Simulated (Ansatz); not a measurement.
# A computed series for hypothetical zinc blende KI: pressure series

Start from KI in the zinc blende structure (space group F-43m, No. 216; a hypothetical phase, not in the database extracts checked).

Space group F-43m (No. 216); a = b = c = 7.8504 Å, α = β = γ = 90.00°

```json
[
 {"atom": "I", "site": "4c", "symmetry": "-43m", "x": "0.2500", "y": "0.2500", "z": "0.2500"},
 {"atom": "K", "site": "4a", "symmetry": "-43m", "x": "0.0000", "y": "0.0000", "z": "0.0000"}
]
```
(The calculation used a cell of 2 atoms; values per cell refer to that cell.)

Cell and atoms are relaxed at each pressure.

Level of theory: DFT with PBEsol, PAW potentials and a 420 eV plane-wave cutoff in Ansatz (a first-principles code), no spin-orbit coupling.

```tsv
pressure (GPa)	volume per atom (Å³/atom)
0	60.477
0.3	58.272
0.7	55.988
1.5	52.614
3	48.198
5	44.285
7.5	?
10	38.512
```

### Question
Fit the third-order Birch–Murnaghan form P(V) = (3B₀/2)[(V₀/V)^(7/3) − (V₀/V)^(5/3)]·[1 + (3/4)(B₀′ − 4)((V₀/V)^(2/3) − 1)] (squares taken in P) to the rows shown and predict the withheld row.

### Answer
Least squares on the printed values gives V₀ = 60.372 Å³/atom, B₀ = 7.99 GPa, B₀′ = 4.5; this predicts 40.945 Å³/atom, and the run gives 40.961 Å³/atom, 0.016 higher.

Load acts through the strain it causes; cell and atoms are relaxed under it. Whether these cells are dynamically stable was not tested. Competing high-pressure phases were not computed.
